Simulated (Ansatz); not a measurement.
Take HgSe in the zinc blende structure (space group F-43m, No. 216; a = 6.260 Å) as the base.

Calculations: PBE, PAW, 420 eV (Ansatz, a quantum-chemistry and plane-wave program; no SOC).

For the base:

| Quantity | Result |
|---|---|
| Volume per atom | 30.66 Å³ |
| Band gap | zero |

One thing is altered: cell and atoms relaxed at a pressure of 9 GPa.

Problem. What happens to the volume per atom and band gap?

Solution. The volume per atom drops by 4.176 Å³ (30.66 Å³ → 26.49 Å³); the band gap is still zero.

Spin-orbit coupling, missing from the scalar runs, can matter with Hg. Load acts through the strain it causes; cell and atoms are relaxed under it. Whether these cells are dynamically stable was not tested. Tetrahedral semiconductors of this kind turn to denser phases somewhere between about 1 and 50 GPa; those were not computed, so compressed cells here can lie past the real transition. The final runs are not spin-polarised. The zero or small gap of HgSe can change with the level of theory.
